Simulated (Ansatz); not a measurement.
Levels about the gap of amorphous In$_{9}$Ga$_{9}$Zn$_{9}$O$_{37}$Li$_{2}$ (66 atoms in a cell of 818 Å³, 5.79 g/cm³; zone centre alone, so wide bands show as single levels with stretches between that a denser mesh fills), at the geometry that PBE relaxed, where it gives 1.6 GPa on a denser mesh. The participation number counts the atoms over which a state spreads; weights are charges in smoothed Voronoi cells. The levels come from a single point, so bond lengths are those of that geometry. Method of the levels: PBE, scalar-relativistic without spin-orbit coupling (Ansatz, a first-principles code). Sampling: the zone centre alone; Fermi-Dirac width 0.02 eV; no spin polarisation. At PBE the levels at the filled edge of the gap are localised (band-tail or defect states).

The cell was made by melting and quenching with the CHGNet potential and then relaxed with DFT. O atoms were pushed apart under 1.9 Å during the dynamics, to hinder bonds among them. The hot cell started wider than the set density and was brought back towards it in steps. It is the lowest in DFT energy of 2 quenches. It is a model cell: composition and starting density were chosen by hand, and all elements were melted together. No dispersion term was used. Its density started from a set value of 5.79 and ended at 5.79 g/cm³. Cooling (nominally 210 K/ps over its main leg) ran many orders faster than in experiment, which tends to leave more defects and strain. A cell of this size samples the disorder only roughly. The volume was held where the preparation left it and the shape relaxed, at a PBE pressure of 1.6 GPa. Stress components on the final sampling reach 1.7 GPa.

| E - E(highest filled), eV | filling | participation number | largest on | weight O | weight In | weight Zn | weight Ga |
|---|---|---|---|---|---|---|---|
| -0.38 | filled | 22.5 | O, 4 neighbours | 0.83 | 0.02 | 0.13 | 0.02 |
| -0.34 | filled | 28.1 | O, 3 neighbours | 0.83 | 0.02 | 0.13 | 0.02 |
| -0.31 | filled | 11.4 | O, 3 neighbours | 0.90 | 0.02 | 0.06 | 0.02 |
| -0.29 | filled | 14.2 | O, 3 neighbours | 0.92 | 0.02 | 0.04 | 0.02 |
| -0.28 | filled | 29.2 | O, 4 neighbours | 0.82 | 0.02 | 0.14 | 0.02 |
| -0.14 | filled | 17.3 | O, 4 neighbours | 0.85 | 0.01 | 0.12 | 0.01 |
| 0.00 | filled | 7.3 | O, 4 neighbours | 0.83 | 0.01 | 0.13 | 0.02 |
| 0.94 | empty | 59.9 | In, 5 neighbours | 0.50 | 0.21 | 0.15 | 0.13 |
| 3.49 | empty | 21.8 | In, 5 neighbours | 0.56 | 0.32 | 0.05 | 0.06 |
| 3.74 | empty | 27.5 | In, 6 neighbours | 0.59 | 0.28 | 0.06 | 0.07 |
| 3.90 | empty | 42.2 | In, 5 neighbours | 0.57 | 0.18 | 0.13 | 0.12 |
| 3.99 | empty | 47.3 | In, 5 neighbours | 0.59 | 0.19 | 0.13 | 0.09 |
| 4.24 | empty | 29.4 | In, 6 neighbours | 0.54 | 0.26 | 0.10 | 0.09 |
| 4.37 | empty | 44.9 | In, 6 neighbours | 0.56 | 0.21 | 0.10 | 0.12 |

Most localised among these is the filled level at +0.00 eV, on a O atom, which has 4 neighbours (Ga 1.84 Å, Ga 2.02 Å, Zn 2.11 Å, Zn 2.19 Å).
